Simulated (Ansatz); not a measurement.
## CaFeSi₂O₆ (C2/c, No. 15)

Calculation: HSE06 (Ansatz, a quantum-chemistry and plane-wave program, PAW).

Run with plane-wave cutoff 500 eV, 4×4×4 k mesh, gaussian smearing 0.02 eV, spin-polarised with parallel moments, scalar-relativistic PAW data made under PBE.

Cell (relaxed with r²SCAN):

CaFeO6Si2 is taken in the monoclinic space group C2/c (No. 15), Pearson symbol mS40. Conventional cell: a = 9.859 Å, b = 8.978 Å, c = 5.233 Å, α = γ = 90.00°, β = 104.40°. Ca on 4e sees 4 O at 2.336 Å and 4 O at 2.626–2.702 Å. Fe on 4e is coordinated by 6 O at 2.085–2.154 Å (octahedral). Si on 8f is surrounded by 4 O at 1.590–1.685 Å (tetrahedral). O1 on 8f is coordinated by 1 Si at 1.604 Å and 2 Fe at 2.141–2.154 Å and 1 Ca at 2.336 Å. O2 on 8f is surrounded by 1 Si at 1.590 Å and 1 Fe at 2.085 Å and 1 Ca at 2.337 Å. O3 on 8f sees 2 Si at 1.668–1.685 Å and 2 Ca at 2.626–2.702 Å. (Neighbours: up to the widest gap in distance over summed covalent radii, below 1.35, at either atom; cation-cation and far metal-metal contacts left out.)
(The calculation used a cell of 20 atoms; values per cell refer to that cell.)

For CaFeSi₂O₆ (C2/c, No. 15), the band gap is 3.51 eV (on the SCF k mesh).

Note: the magnetic order was assumed, not searched for or taken from measurement; a magnet's gap depends somewhat on the PAW data; cell and atoms aren't relaxed at this level (largest force component 0.23 eV/Å, pressure 0.6 GPa).

Static lattice: no zero-point or thermal effects.
